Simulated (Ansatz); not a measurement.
System: AlB2-type ErB2. Method: r²SCAN+rVV10 (Ansatz, a first-principles code, plane waves, PAW).

Numerical settings: plane-wave cutoff 500 eV, 18×18×10 k mesh (along the axes of the cell as run), Fermi–Dirac smearing 0.05 eV, spin-polarised start, scalar-relativistic PAW data made under PBE.

Computed at the level's own relaxed cell.

What does this level give for the equilibrium volume per atom, lattice parameter a and lattice parameter c?


equilibrium volume per atom: 11.53 Å³/atom
lattice parameter a: 3.252 Å
lattice parameter c: 3.776 Å

Note: the magnetic order was assumed, not searched for or taken from measurement; the 4f shell is treated without U or exact exchange, so its levels and filling can be wrong.

Spin–orbit coupling is not included.

The computed numbers hold no vibrational or temperature effects.

Computing time: around 10 core-minutes (rough).
